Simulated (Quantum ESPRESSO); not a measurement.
The steps of a band-structure calculation for K3AsF6 (P-1, 10 atoms in the cell) with Quantum ESPRESSO.

Method of the run: PBEsol, GBRV 1.5 ultrasoft (PBESOL) pseudopotentials (plane waves; Quantum ESPRESSO).

Step 1 (scf):

```fortran
&CONTROL
   calculation = 'scf'
   prefix = 'K3AsF6'
   outdir = './tmp'
   pseudo_dir = './'
   tprnfor = .true.
   tstress = .true.
/
&SYSTEM
   ibrav = 0
   nat = 10
   ntyp = 3
   ecutwfc = 40
   ecutrho = 200
   occupations = 'fixed'
   nbnd = 43
/
&ELECTRONS
   conv_thr = 1.0d-10
/
ATOMIC_SPECIES
K     39.0983  k_pbesol_v1.4.uspp.F.UPF
As    74.9216  as_pbesol_v1.uspp.F.UPF
F     18.9984  f_pbesol_v1.4.uspp.F.UPF
CELL_PARAMETERS {bohr}
  12.82916169     0.00000000     0.00000000
  -3.44719493    12.38191643     0.00000000
  -2.32692938    -3.23267322    12.30841175
ATOMIC_POSITIONS {alat}
K    -0.09068907   -0.12598926    0.47970444
K     0.50000000    0.00000000    0.00000000
K    -0.13434997    0.48256919    0.00000000
As    0.00000000    0.00000000    0.00000000
F     0.84440033    0.15666858    0.21299837
F    -0.29447840    0.55649128    0.74641052
F    -0.07571716    0.83820844    0.20389358
F     0.62563909   -0.12504858    0.75551531
F     0.00462601   -0.01818902    0.88891152
F     0.54529592    0.73134889    0.07049737
K_POINTS {automatic}
2 2 2  0 0 0
```

Step 2 (bands):

```fortran
&CONTROL
   calculation = 'bands'
   prefix = 'K3AsF6'
   outdir = './tmp'
   pseudo_dir = './'
   verbosity = 'high'
/
&SYSTEM
   ibrav = 0
   nat = 10
   ntyp = 3
   ecutwfc = 40
   ecutrho = 200
   occupations = 'fixed'
   nbnd = 48
/
&ELECTRONS
   conv_thr = 1.0d-10
   startingwfc = 'random'
   diago_thr_init = 1.0d-6
   diagonalization = 'cg'
/
ATOMIC_SPECIES
K     39.0983  k_pbesol_v1.4.uspp.F.UPF
As    74.9216  as_pbesol_v1.uspp.F.UPF
F     18.9984  f_pbesol_v1.4.uspp.F.UPF
CELL_PARAMETERS {bohr}
  12.82916169     0.00000000     0.00000000
  -3.44719493    12.38191643     0.00000000
  -2.32692938    -3.23267322    12.30841175
ATOMIC_POSITIONS {alat}
K    -0.09068907   -0.12598926    0.47970444
K     0.50000000    0.00000000    0.00000000
K    -0.13434997    0.48256919    0.00000000
As    0.00000000    0.00000000    0.00000000
F     0.84440033    0.15666858    0.21299837
F    -0.29447840    0.55649128    0.74641052
F    -0.07571716    0.83820844    0.20389358
F     0.62563909   -0.12504858    0.75551531
F     0.00462601   -0.01818902    0.88891152
F     0.54529592    0.73134889    0.07049737
K_POINTS {crystal_b}
11
  0.00000000   0.00000000   0.50000000   5  ! X
  0.00000000   0.00000000   0.00000000   5  ! G
 -0.50000000   0.00000000   0.00000000   1  ! Y
 -0.50000000   0.00000000   0.50000000   6  ! L
  0.00000000   0.00000000   0.00000000   6  ! G
  0.50000000  -0.50000000   0.00000000   1  ! Z
  0.50000000  -0.50000000   0.50000000   8  ! N
  0.00000000   0.00000000   0.00000000   5  ! G
  0.00000000  -0.50000000   0.00000000   1  ! M
  0.00000000  -0.50000000   0.50000000   6  ! R
  0.00000000   0.00000000   0.00000000   1  ! G
```

Step 3 (bands.x):

```fortran
&BANDS
   prefix = 'K3AsF6'
   outdir = './tmp'
   filband = 'bands.dat'
   lsym = .false.
/
```

Output of bands (abridged):

```
     Atomic positions and unit cell read from directory:
     ./tmp/K3AsF6.save/

     Message from routine setup:
     using ibrav=0 with symmetry is DISCOURAGED, use correct ibrav instead
     G-vector sticks info
     --------------------
     sticks:   dense  smooth     PW     G-vecs:    dense   smooth      PW
     Sum        2521    2017    565                93309    66789   10023

     bravais-lattice index     =            0
   [... lines left out ...]
     unit-cell volume          =    1955.1864 (a.u.)^3
   [... lines left out ...]
     ./tmp/K3AsF6.save/charge-density

     negative rho (up, down):  2.437E-08 0.000E+00

     Band Structure Calculation
     CG style diagonalization

     ethr =  1.00E-06,  avg # of iterations = 51.6

     End of band structure calculation

          k = 0.0000 0.0000 0.5212 (  8342 PWs)   bands (ev):

   -28.5442 -28.5099 -28.5015 -22.1997 -21.8847 -21.8100 -21.6655 -21.6632
   -21.5476 -12.1749 -12.1274 -12.1005 -12.0884 -12.0772 -12.0610 -12.0499
   -12.0258 -12.0200 -10.1520  -5.2477  -5.2231  -4.9665  -3.8189  -3.7234
    -3.5945  -3.5107  -3.4108  -3.2632  -3.1671  -3.0912  -3.0193  -2.8487
    -2.8172  -2.8094  -2.7551  -2.6671  -0.5345   3.8608   4.5825   4.7254
     5.0353   5.4008   6.8312   7.1841   7.5989   7.6187   7.6589   7.7467

          k = 0.0000 0.0000 0.4169 (  8349 PWs)   bands (ev):

   -28.5443 -28.5101 -28.5012 -22.1981 -21.8851 -21.8118 -21.6656 -21.6628
   -21.5474 -12.1753 -12.1292 -12.1030 -12.0865 -12.0855 -12.0609 -12.0468
   -12.0281 -12.0096 -10.1532  -5.2403  -5.2204  -4.9655  -3.8229  -3.7470
    -3.6028  -3.5116  -3.4128  -3.2546  -3.1434  -3.0910  -3.0129  -2.8552
    -2.8153  -2.8082  -2.7565  -2.6690  -0.5430   3.8660   4.5418   4.7350
     4.9841   5.5440   6.8447   7.1334   7.5563   7.6429   7.6782   7.8009

   [... 43 blocks of this kind left out ...]
```

Output of bands.x (abridged):

```
     Reading xml data from directory:

     ./tmp/K3AsF6.save/

     G-vector sticks info
     --------------------
     sticks:   dense  smooth     PW     G-vecs:    dense   smooth      PW
     Sum        2521    2017    565                93309    66789   10023

     negative rho (up, down):  2.437E-08 0.000E+00
     Reading collected, re-writing distributed wavefunctions
     high-symmetry point:  0.0000 0.0000 0.5212   x coordinate   0.0000
     high-symmetry point:  0.0000 0.0000 0.0000   x coordinate   0.5212
     high-symmetry point: -0.5000-0.1392-0.1311   x coordinate   1.0565
     high-symmetry point: -0.5000-0.1392 0.3901   x coordinate   1.5776
     high-symmetry point:  0.0000 0.0000 0.0000   x coordinate   2.2269
     high-symmetry point:  0.5000-0.3789-0.0050   x coordinate   2.8542
     high-symmetry point:  0.5000-0.3789 0.5162   x coordinate   3.3754
     high-symmetry point:  0.0000 0.0000 0.0000   x coordinate   4.1878
     high-symmetry point:  0.0000-0.5181-0.1361   x coordinate   4.7234
     high-symmetry point:  0.0000-0.5181 0.3851   x coordinate   5.2445
     high-symmetry point:  0.0000 0.0000 0.0000   x coordinate   5.8901

     Plottable bands (eV) written to file bands.dat.gnu
     Bands written to file bands.dat

   JOB DONE.
```

The gap along the path is 4.33 eV.

The starting cell comes from a database of computed structures (which also holds hypothetical and non-ambient phases and stackings), without a prior relaxation at this level.
